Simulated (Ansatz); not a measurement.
Defect: interstitial Cu in bixbyite In2O3 with all lengths changed by +1 %, charge state +1. The step: a direct jump of one Cu atom; the atom moves 1.94 Å along (0.13, 0.00, 0.13) of the unit cell; the moving atom starts with neighbours In at 2.43; O at 1.88, O at 1.91, O at 2.14 Å and ends with In at 2.43; O at 1.88, O at 1.91, O at 2.14 Å. DFT values are from Ansatz (plane-wave PAW, 420 eV unless said) in a cell of 80 host sites, spin-restricted, static, with no finite-size correction. The charge state is imposed; whether it is stable for some Fermi level was not computed. Sites that were not tried may lie lower. For the PBE band: the saddle point's order was not checked.

| Level | Forward barrier (eV) | Cost of the band or of the saddle's single point |
|---|---|---|
| CHGNet universal potential (has no charge state), its own band | 0.24 | - |
| PBE, one k-point at (0.250, 0.250, 0.250), band relaxed | 0.36 | very roughly 50 core-minutes |
| PBE, a 2×2×2 k-point mesh shifted by half a step, same geometries | 0.36 | around 4 core-minutes (rough) |

Ansatz is a quantum-chemistry and plane-wave program.
